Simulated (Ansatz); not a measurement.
# GeS₂ (P4₂/nmc, No. 137, 6 atoms in the cell; start mp-1071032)

Level of theory: LDA in Ansatz (PAW).

Settings: plane-wave cutoff 500 eV, 12×12×4 k mesh (along the axes of the cell as run), gaussian smearing 0.02 eV, scalar-relativistic PAW data made under PBE.

Cell (relaxed at this level):

Space group P4₂/nmc, origin choice 1 (No. 137); a = 3.449 Å, b = 3.449 Å, c = 10.466 Å, α = 90.00°, β = 90.00°, γ = 90.00°

```csv
atom,site,symmetry,x,y,z
Ge,2b,-4m2,0.0000,0.0000,0.5000
S,4d,2mm.,0.5000,0.0000,0.1352
```

For GeS₂ (P4₂/nmc, No. 137, 6 atoms in the cell; start mp-1071032), the band gap comes out as 0.96 eV (on the SCF k mesh).

Note: the relaxation could not lower the start's symmetry, so the cell can be a saddle point above a distorted one.

Spin–orbit coupling is not included.

The computed numbers hold no vibrational or temperature effects.

The result took roughly 4 core-minutes.

A start named mp-… is a Materials Project structure, which need not be a measured phase.

Ansatz is an electronic-structure program.
